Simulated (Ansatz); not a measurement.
MgH2: pressure 22.5 GPa

Consider MgH$_{2}$ in the rutile structure (space group P4_2/mnm, No. 136; a = 4.4762 Å, c = 3.0079 Å).

It is then changed as follows: a hydrostatic pressure of 22.5 GPa.

All numbers come from DFT with PBEsol, PAW potentials and a 420 eV plane-wave cutoff in Ansatz (a first-principles code), no spin-orbit coupling. Settings: 8×8×11 k-points, 0.05 eV Fermi–Dirac smearing.

The volume per atom shrinks by 2.448 Å³, from 10.04 Å³ to 7.60 Å³ and the density rises by 0.47 g/cm³ (1.45 g/cm³ → 1.92 g/cm³). The lattice parameter a decreases by 48.8 pm to 398.8 pm and the c/a ratio goes up by 0.046 (0.672 → 0.718). The shortest interatomic distance falls by 19.2 pm to 173.6 pm and the enthalpy H = E + PV relative to the base's energy amounts to +1.21 eV/atom. The band gap shrinks by 0.175 eV to 3.30 eV (an upper bound: an edge found on the path is not a true extremum; both cells).

Load acts through the strain it causes; cell and atoms are relaxed under it. Whether these cells are dynamically stable was not tested. No other phases were tried under pressure.
